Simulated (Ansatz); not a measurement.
Take HfO$_{2}$ in the fluorite structure (space group Fm-3m, No. 225) as the base.

```yaml
crystal:
  lattice:
    - [0.00000, 2.50052, 2.50052]
    - [2.50052, 0.00000, 2.50052]
    - [2.50052, 2.50052, 0.00000]
  atoms:
    - { symbol: Hf, position: [0.00000, 0.00000, 0.00000] }
    - { symbol: O, position: [0.25000, 0.25000, 0.25000] }
    - { symbol: O, position: [0.75000, 0.75000, 0.75000] }
```

Cartesian axes are those of the cell as printed.

Computed with DFT with LDA, PAW potentials and a 420 eV plane-wave cutoff in Ansatz (a program for electronic structure), no spin-orbit coupling.

Before the change:

| Quantity | Result |
|---|---|
| Pressure | 0.00 GPa |
| Band gap | 3.66 eV |

It is then changed as follows: a pure shear with ε_xy = ε_yx = 0.0143, atoms relaxed at fixed cell.

Task: What does the calculation give for the largest internal atomic displacement after the change?

Result: The largest internal atomic displacement is 0.012 Å.

Task: Estimate the effect on the energy relative to the base.

Result: The energy goes up by 1.9 meV/atom.

Task: Predict the new pressure.

Result: The pressure (mean of the normal stresses, compression positive) goes from zero to 0.10 GPa.

Task: What happens to the band gap?

Result: The band gap stays 3.66 eV.

Spin-orbit coupling, missing from the scalar runs, can matter with Hf. The cells carry an imposed strain or load. No phonon test of stability was made. This is not the structure that HfO2 has at room temperature and ambient pressure.
